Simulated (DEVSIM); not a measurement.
Structure: Al/SiO2/n-Ge capacitor, at 300 K.

```
layer (left to right)  material  thickness (nm)  Nd (cm⁻³)
---------------------  --------  --------------  ---------
1                          SiO2            37.0          -
2                            Ge            1200     2.5e17
```

Metal gate on the left, work function 4.1 eV. Fixed charge at the semiconductor interface -1e11 cm⁻² (in units of +e); interface traps 1.6e11 cm⁻² eV⁻¹, uniform in energy, neutral level at 0.5 of the gap above the valence band.

This is a model device: material constants are rounded textbook-type values typed into the input, and sizes, dopings and lifetimes were drawn at random. Values at 300 K.

```
parameter      SiO2       Ge
-------------  ----  -------
gap (eV)          9    0.664
affinity (eV)   0.9        4
permittivity    3.9       16
Nc (cm⁻³)         -  1.04e19
Nv (cm⁻³)         -     6e18
```

Simulated with DEVSIM: 1D Poisson equation in equilibrium, Boltzmann statistics, complete ionisation; no quantum confinement or tunnelling. Metal contacts follow the ideal Schottky-Mott rule: no Fermi-level pinning, no interface dipoles.

Q: Give the band bending (positive: bands bend down) and minority sheet density.

A: 
```json
[
 {"Vg (V)": "-4.2", "ψs (V)": "-0.563", "minority carriers (cm⁻²)": "6.4e11"},
 {"Vg (V)": "-3.6", "ψs (V)": "-0.543", "minority carriers (cm⁻²)": "3.3e11"},
 {"Vg (V)": "-3", "ψs (V)": "-0.500", "minority carriers (cm⁻²)": "7.0e10"},
 {"Vg (V)": "-2.4", "ψs (V)": "-0.381", "minority carriers (cm⁻²)": "8.5e8"},
 {"Vg (V)": "-1.8", "ψs (V)": "-0.252", "minority carriers (cm⁻²)": "< 1e8"},
 {"Vg (V)": "-1.2", "ψs (V)": "-0.146", "minority carriers (cm⁻²)": "< 1e8"},
 {"Vg (V)": "-0.6", "ψs (V)": "-0.068", "minority carriers (cm⁻²)": "< 1e8"},
 {"Vg (V)": "0", "ψs (V)": "-0.015", "minority carriers (cm⁻²)": "< 1e8"},
 {"Vg (V)": "0.6", "ψs (V)": "0.019", "minority carriers (cm⁻²)": "< 1e8"},
 {"Vg (V)": "1.2", "ψs (V)": "0.042", "minority carriers (cm⁻²)": "< 1e8"},
 {"Vg (V)": "1.8", "ψs (V)": "0.059", "minority carriers (cm⁻²)": "< 1e8"},
 {"Vg (V)": "2.4", "ψs (V)": "0.072", "minority carriers (cm⁻²)": "< 1e8"},
 {"Vg (V)": "3", "ψs (V)": "0.083", "minority carriers (cm⁻²)": "< 1e8"}
]
```
